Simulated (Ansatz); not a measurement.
The parent structure is MgSe in the rock salt structure (space group Fm-3m, No. 225; a = 5.391 Å). Axes: x, y, z lie along the cube axes.

Calculations: LDA in Ansatz (plane waves to 420 eV, PAW, no SOC).

Before the change:

- Band gap = 1.72 eV
- Pressure = 0.0 kbar
- Valence-band top at Γ = 0.00, 0.00, 0.00 eV

Perturbation: tensile biaxial strain of 1.50 % in the plane normal to [001], as in epitaxy on a mismatched substrate; the out-of-plane cell vector and the atoms relax.

Problem. Estimate the effect on the band gap.

Solution. The band gap drops by 0.14 eV, from 1.72 eV to 1.58 eV.

Problem. What does the calculation give for the pressure after the change?

Solution. The pressure (mean of the normal stresses, compression positive) goes from zero to -13.9 kbar.

Problem. What happens to the valence-band top at Γ?

Solution. The valence-band top at Γ (three highest levels, from the VBM) goes from 0.00, 0.00, 0.00 eV to 0.00, 0.00, -0.12 eV.

No phonon test of stability was made.

Ansatz is a program for electronic structure.
